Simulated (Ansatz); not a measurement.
Start from SiC (space group P6_3mc, No. 186; a = 3.078 Å, c = 10.076 Å). Axes: x lies along a and z along c of the hexagonal cell.

Computed with plane-wave PAW DFT at the r2SCAN level (Ansatz, a first-principles code, 500 eV), no SOC.

Modification: the cell is scaled by 1.0261 in all directions; the atoms relax in the strained cell.

**Question.** Predict the stress tensor and what it implies for the stiffness.

**Answer.** Stress of the strained cell less that of the base (GPa, compression positive):
```
 -15.20    0.00    0.00
   0.00  -15.20    0.00
   0.00    0.00  -14.98
```

Then B = −ΔP/(ΔV/V₀) with ΔV/V₀ = 0.0804 gives secant stiffness values (nonlinear terms included at this strain): B (at held cell shape, above the free-shape value) ≈ 188 GPa.

As a check, the harmonic strain energy −½ V₀ Δσ:ε is 38 meV/atom; the computed energy rise is 42 meV/atom.

No phonon test of stability was made.
